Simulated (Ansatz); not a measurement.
# A computed series for MgO: response to strain

Consider MgO in the rock salt structure (space group Fm-3m, No. 225; a = 4.214 Å). Axes: x, y, z lie along the cube axes.

Strains are applied to the cell and any free atomic positions relax; under biaxial strain the out-of-plane vector relaxes too.

Level of theory: PBEsol, PAW, 420 eV (Ansatz, a quantum-chemistry and plane-wave program; no spin-orbit coupling).

Base values:

```
Quantity    Value
--------  -------
Band gap  4.62 eV
```

Task: The aim is a band gap between 5.79 eV and 6.33 eV. Which of these changes reaches it?
A) biaxial strain +2.76 %, plane normal [001], relaxed out of plane
B) isotropic strain −4.62 %
C) strain tensor (xx, yy, zz, yz, xz, xy) = (+0.25, +0.47, −0.09, +0.31, +0.22, +0.57) %

Result: B, isotropic strain −4.62 %. It gives 6.11 eV; biaxial strain +2.76 %, plane normal [001], relaxed out of plane gives 4.22 eV; strain tensor (xx, yy, zz, yz, xz, xy) = (+0.25, +0.47, −0.09, +0.31, +0.22, +0.57) % gives 4.51 eV. Changes not listed may reach it too

Gaps are read on the SCF mesh and a high-symmetry path. Whether these cells are dynamically stable was not tested. The base started in Pnma and relaxed to Fm-3m at this level.
